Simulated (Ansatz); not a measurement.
Input and output of a relaxation of the atoms for SrSi (Cm, 4 atoms in the cell) (Ansatz, a first-principles code).

Method of the run: LDA (PW92), default PAW files made with PBE (plane waves; Ansatz).

The change in words: one atom moved by 0.15 angstrom; relax: default → atoms; relax.f_tol: default → 0.001 eV/Å. Reference geometry:
```
CELL_PARAMETERS angstrom
      2.42164    -5.67650     0.00000
      2.42164     5.67650     0.00000
      0.00000     0.00000     4.06799
ATOMIC_POSITIONS crystal
  Sr 0.36129 0.63871 0.25000
  Sr 0.63871 0.36129 0.75000
  Si 0.06371 0.93629 0.25000
  Si 0.93629 0.06371 0.75000
```

Reference input (self-consistent single point, DFT, LDA (PW92), plane waves, default PAW files made with PBE): basis.ecutwfc = 420 eV; kpoints.mp_grid.grid = 8 8 8; hamiltonian.xc = lda; hamiltonian.pseudopotentials = {kind: paw} (the program's default PAW files); scf.occupations.method = fermi_dirac; scf.occupations.width = 0.1 eV. This run's input differs from it in these lines:

```diff
@@ -7,3 +7,3 @@
   atoms:
-    - { symbol: Sr, position_ang: [2.421638, 1.574774, 1.016997] }
+    - { symbol: Sr, position_ang: [2.421638, 1.574774, 1.166996] }
     - { symbol: Sr, position_ang: [2.421638, -1.574774, 3.050990] }
@@ -24,2 +24,4 @@
     width: 0.1 eV
+relax:
+  f_tol: 0.001
 output:
```

The program printed (abridged):

```
   [... SCF lines of the steps left out ...]
relax step   1: F+E_penalty+E_count = -8108.03793014 eV  Δ(F+E_penalty+E_count) = +0.000e0 eV  max|allowed force component| = 4.186e-1 eV/Å  Δτ_max = 0.0000 Å  (6 SCF iters, dr2 threshold 1.00e-7 eV, accepted)
relax step   2: F+E_penalty+E_count = -8108.06891598 eV  Δ(F+E_penalty+E_count) = -3.099e-2 eV  max|allowed force component| = 5.719e-2 eV/Å  Δτ_max = 0.1290 Å  (5 SCF iters, dr2 threshold 1.10e-5 eV, accepted)
relax step   3: F+E_penalty+E_count = -8108.06975210 eV  Δ(F+E_penalty+E_count) = -8.361e-4 eV  max|allowed force component| = 1.029e-2 eV/Å  Δτ_max = 0.0190 Å  (5 SCF iters, dr2 threshold 2.04e-7 eV, accepted)
relax step   4: F+E_penalty+E_count = -8108.06978675 eV  Δ(F+E_penalty+E_count) = -3.465e-5 eV  max|allowed force component| = 8.145e-4 eV/Å  Δτ_max = 0.0026 Å  (5 SCF iters, dr2 threshold 6.62e-9 eV, accepted)
relax step   5: F+E_penalty+E_count = -8108.06978675 eV  Δ(F+E_penalty+E_count) = -8.731e-11 eV  max|allowed force component| = 8.148e-4 eV/Å  Δτ_max = 0.0000 Å  (2 SCF iters, accepted)
the relaxation is at rest under the 2 symmetry operations that the run kept from its start: a minimum is not shown …
Stability not checked: this state was not tested for a lower state beside it, because too few of the mixer's solves of this state at the end of the SCF gave a …
Free energy (F): -8108.069787 eV
Internal energy: -8108.018251 eV  (E = F + TS)
E sigma→0 (E₀):  -8108.044019 eV
Entropy (-TS):   -0.051536 eV (-12.884 meV/atom)
Fermi energy:    7.431464 eV
--- Forces (eV/Å), atoms counted from 1 ---
  atom   1  Sr     0.00000000     0.00071379    -0.00020639
   [... lines left out ...]
  atoms:
    - { symbol: Sr, position: [0.3621092676797538, 0.6378907323202462, 0.25923378765026955] }
    - { symbol: Sr, position: [0.6378921842353702, 0.3621078157646298, 0.7592030504473809] }
    - { symbol: Si, position: [0.06360973310453638, 0.9363902668954636, 0.2592143159068612] }
    - { symbol: Si, position: [0.9363888149803397, 0.06361118501966034, 0.75922187435079] }
```

The run converged. 

Summary of the result:
- Free energy E − TS (on the zero of these files) = -8108.0698 eV
- Fermi level (on the code's own zero) = 7.43 eV
- Pressure = -3.31 GPa
- Relaxation steps = 5

The starting cell comes from a database of computed structures (which also holds hypothetical and non-ambient phases and stackings), without a prior relaxation at this level. Its lattice was rescaled by up to half a per cent. For this run, on top of that: one atom moved by 0.15 angstrom. Ansatz's pressure includes its estimate of the finite-basis (Pulay) stress.

Cost on one core of a shared machine: roughly 2 min.

Keys are those of Ansatz 0.2.
